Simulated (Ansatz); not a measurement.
Base system: SnO2 in the rutile structure (space group P4_2/mnm, No. 136; a = 4.7599 Å, c = 3.2008 Å).

Level of theory: r2SCAN (Ansatz, a quantum-chemistry and plane-wave program), no SOC.

One change was made to it. Results:

The hole mass becomes 1.3 mₑ along c, 1.2 mₑ across (at Γ) (base: 1.7 mₑ along c, 1.3 mₑ across (at Γ)); the valence-band top at Γ (three highest levels, from the VBM) goes from 0.00, -0.77, -0.77 eV to 0.00, -0.86, -0.86 eV; the band gap increases by 1.89 eV to 3.66 eV; the c/a ratio rises by 0.022 (0.672 → 0.694); the gap character remains direct at Γ.

### Question
Which of these changes matches the shifts?
A. pressure 1.8 GPa
B. pressure 45 GPa
C. pressure 9 GPa

### Answer
B, pressure 45 GPa. For comparison, the band gap in the other runs: pressure 9 GPa gives 2.22 eV; pressure 1.8 GPa gives 1.86 eV.

Load acts through the strain it causes; cell and atoms are relaxed under it. Masses are band curvatures over ±0.01 Å⁻¹ around the edge. Whether these cells are dynamically stable was not tested. Competing high-pressure phases were not computed.
